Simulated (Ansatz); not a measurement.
## WC: response to strain

Take WC (space group P-6m2, No. 187; a = 2.884 Å, c = 2.812 Å; relaxed with 0.1 eV smearing) as the base. Axes: x lies along a and z along c of the hexagonal cell.

Strains are applied to the cell and any free atomic positions relax; under biaxial strain the out-of-plane vector relaxes too.

Level of theory: LDA in Ansatz (plane waves to 420 eV, PAW, spin-orbit coupling left out).

Notes on the quantities. in-plane stress: mean in-plane stress (compression positive).

| variant | in-plane stress | shortest interatomic distance |
|---|---|---|
| base | – | 2.179 Å |
| biaxial strain −3.00 %, plane normal [001], relaxed out of plane | +31.9 GPa | 2.153 Å |
| biaxial strain −2.50 %, plane normal [001], relaxed out of plane | +26.0 GPa | ? |
| biaxial strain −2.00 %, plane normal [001], relaxed out of plane | +20.4 GPa | 2.161 Å |
| biaxial strain −0.50 %, plane normal [001], relaxed out of plane | +4.8 GPa | 2.175 Å |
| biaxial strain +0.50 %, plane normal [001], relaxed out of plane | -4.6 GPa | 2.184 Å |
| biaxial strain +1.00 %, plane normal [001], relaxed out of plane | -9.0 GPa | 2.189 Å |
| biaxial strain +2.00 %, plane normal [001], relaxed out of plane | ? | 2.198 Å |
| biaxial strain +2.50 %, plane normal [001], relaxed out of plane | -21.0 GPa | ? |
| biaxial strain +3.00 %, plane normal [001], relaxed out of plane | -24.6 GPa | 2.208 Å |

### Question
What belongs in the blanks?

### Answer

- biaxial strain −2.50 %, plane normal [001], relaxed out of plane, shortest interatomic distance: 2.157 Å
- biaxial strain +2.00 %, plane normal [001], relaxed out of plane, in-plane stress: -17.2 GPa
- biaxial strain +2.50 %, plane normal [001], relaxed out of plane, shortest interatomic distance: 2.203 Å

Stability against distortions was not tested. All final runs are without spin polarisation.

Ansatz is a first-principles code.
